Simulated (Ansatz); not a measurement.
**InPd under a change: isotropic strain −0.50 %**

Start from InPd in the CsCl type structure (space group Pm-3m, No. 221; a = 3.306 Å; relaxed with 0.1 eV smearing).

Perturbation: the cell is scaled by 0.9950 in all directions, atoms relaxed at fixed cell.

Calculations: DFT with PBE, PAW potentials and a 420 eV plane-wave cutoff in Ansatz (a first-principles code), no spin-orbit coupling. k-mesh 17×17×17 (Γ-centred); smearing 0.1 eV (Fermi–Dirac).

The volume per atom falls by 0.27 Å³, from 18.07 Å³ to 17.80 Å³ and the space group remains Pm-3m (No. 221). The energy goes up by 1.4 meV/atom and the pressure goes from zero to 1.7 GPa. The band gap remains zero.

Final structure:

```
InPd
1.0
    3.28976     0.00000     0.00000
    0.00000     3.28976     0.00000
    0.00000     0.00000     3.28976
In Pd
1 1
Cartesian
  1.64488   1.64488   1.64488
  0.00000   0.00000   0.00000
```

No phonon test of stability was made. All final runs are without spin polarisation.
